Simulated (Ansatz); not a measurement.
Input:

```
CELL_PARAMETERS angstrom
      4.30903     0.00000     0.00000
     -2.15452     3.73173     0.00000
      0.00000     0.00000     7.18544
ATOMIC_POSITIONS crystal
  Sr 0.00000 0.00000 0.00000
  Cd 0.33333 0.66667 0.63519
  Cd 0.66667 0.33333 0.36481
  P  0.66667 0.33333 0.74742
  P  0.33333 0.66667 0.25258
```

Level of theory: PBEsol, rigid bands (plane waves, PAW, scalar-relativistic; Ansatz, a quantum-chemistry and plane-wave program). Cell: cell and atoms relaxed with PBEsol.

Predict the electron conductivity mass (n e² τ/σ) at 300 K, by direction if it differs.

0.098 (x), 0.098 (y), 0.24 (z) mₑ.

What conductivity effective mass do dilute holes have at 300 K?

0.33 (x), 0.33 (y), 0.65 (z) mₑ.

And the band gap?

0.78 eV at this level; semilocal functionals usually fall short of the measured gap.

Rigid bands, one relaxation time for all states, no polarons. Spin-orbit coupling is left out; where it splits the top of the valence band it changes the hole mass and lowers the gap by about a third of the splitting.

Computed structure with no diffraction record at hand here (it may be known, metastable or hypothetical): SrCd2P2 (P-3m1).
